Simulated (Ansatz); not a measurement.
# Ti: uniaxial strain ε_zz = +3.00 %

Consider Ti in the hcp (Mg type) structure (space group P6_3/mmc, No. 194; a = 2.9398 Å, c = 4.6540 Å; relaxed with 0.1 eV smearing). Axes: x lies along a and z along c of the hexagonal cell.

It is then changed as follows: the cell is stretched by 3.00 % along z with no lateral relaxation; the atoms relax in the strained cell.

Level of theory: PBE (Ansatz, an electronic-structure program; PAW; 420 eV plane waves; without spin-orbit coupling). k-mesh 23×23×13 (Γ-centred); smearing 0.1 eV (Fermi–Dirac).

```csv
quantity,base,changed,shift
volume per atom,17.42 Å³,17.94 Å³,+0.52 Å³
space group,P6_3/mmc (No. 194),P6_3/mmc (No. 194),–
shortest interatomic distance,2.880 Å,2.937 Å,+0.057 Å
energy relative to the base (free energy F),0 meV/atom,+8.6 meV/atom,+8.6 meV/atom
"pressure (mean of the normal stresses, compression positive)",0.0 GPa,-3.1 GPa,-3.1 GPa
band gap,zero,zero,–
"stress (xx, yy, zz, yz, xz, xy; compression positive)",–,"(-2.1, -2.1, -5.2, 0.0, 0.0, 0.0) GPa",–
```

No phonon test of stability was made. The final runs are not spin-polarised.
